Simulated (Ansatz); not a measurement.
Converging the k-point mesh: LuBi2ClO4 (P4mm, 8 atoms in the cell)

```
LuBi2ClO4
1.0
    3.87644     0.00000     0.00000
    0.00000     3.87644     0.00000
    0.00000     0.00000     9.06032
Lu Bi Cl O
1 2 1 4
Cartesian
  0.00000   0.00000   0.05000
  1.93822   1.93822   2.49802
  1.93822   1.93822   6.56230
  0.00000   0.00000   4.53016
  1.93822   0.00000   7.71549
  1.93822   0.00000   1.34482
  0.00000   1.93822   7.71549
  0.00000   1.93822   1.34482
```

Method: LDA (PW92), default PAW files made with PBE (plane waves; Ansatz, a program for electronic structure).

Base settings: basis.ecutwfc = 30.9 Ry; kpoints.mp_grid.grid = 7 7 3; hamiltonian.xc = lda; hamiltonian.pseudopotentials = {kind: paw} (the program's default PAW files); scf.occupations.method = fixed.

The second cell is the first with its lattice scaled by 0.98.

Only quantities that move along the ladder and can be compared are tabulated.

The count of work is k-points × plane waves × bands × iterations; it is no time. Core times come from one kind of shared machine, to one figure; runs under 30 s give none.

The starting cell comes from a database of computed structures (which also holds hypothetical and non-ambient phases and stackings), without a prior relaxation at this level. Its lattice was rescaled by up to half a per cent. One atom was moved a little off its site on purpose. Spin-orbit coupling is off. In the base run, with a pressure of about -9 GPa the cell is away from its equilibrium volume at this level. In the base run, forces exceed 1 eV/Å. Ansatz's pressure includes its estimate of the finite-basis (Pulay) stress.

```tsv
kpoints.mp_grid.grid	free energy less the last step's (meV/atom)	energy of the compressed cell less the first (meV/atom)	pressure (GPa)	largest difference of a force vector from the last step's (eV/Å)	gap on the mesh (eV)	count of work / last	core time / last (rough)
2 2 1	46.06	-27.98	-7.67	0.583	0.919	0.011	–
3 3 1	9.87	-33.49	-8.55	0.173	1.392	0.011	–
3 3 2	1.66	-34.57	-8.69	0.007	1.383	0.024	–
4 4 2	1.13	-34.19	-8.63	0.002	1.000	0.044	–
5 5 2	0.39	-34.21	-8.63	0.004	1.232	0.044	–
6 6 3	0.08	-34.26	-8.64	0.000	1.002	0.073	–
7 7 3	-0.01	-34.23	-8.64	0.000	1.142	0.073	–
8 8 4	0.01	-34.24	-8.64	0.000	1.002	0.16	0.2
9 9 4	0.00	-34.25	-8.64	0.000	1.092	0.16	0.2
10 10 5	-0.01	-34.24	-8.64	0.000	1.003	0.23	0.2
11 11 5	0.00	-34.23	-8.64	0.000	1.065	0.23	0.2
12 12 6	0.00	-34.24	-8.64	0.000	1.002	0.41	0.4
14 14 6	0.00	-34.23	-8.64	0.000	1.002	0.52	0.5
15 15 7	0.00	-34.23	-8.64	0.000	1.037	0.52	0.6
17 17 7	0.00	-34.24	-8.64	0.000	1.030	0.65	0.7
18 18 8	0.00	-34.24	-8.64	0.000	1.002	1.0	1
```

Coarsest kpoints.mp_grid.grid that holds the forces within 0.005 eV/Å of the last step, with all finer ones: 4 4 2, at 0.044 of the last step's count of work; the step before is off by 0.007 eV/Å.

Coarsest kpoints.mp_grid.grid that holds the pressure within 0.5 GPa of the last step, with all finer ones: 3 3 1, at 0.011 of the last step's count of work; the step before is off by 0.96 GPa.

Coarsest kpoints.mp_grid.grid that holds the energy of the compressed cell less the first within 0.5 meV/atom of the last step, with all finer ones: 3 3 2, at 0.024 of the last step's count of work; the step before is off by 0.75 meV/atom.

The energy difference between the two cells stays within 1 meV/atom of the last step's from 3 3 1 on, the total only from 5 5 2 on: much of the error is common to both cells and cancels.

The gap on the mesh jumps up and down from mesh to mesh; it is no smooth measure of convergence.

Keys are those of Ansatz 0.2.
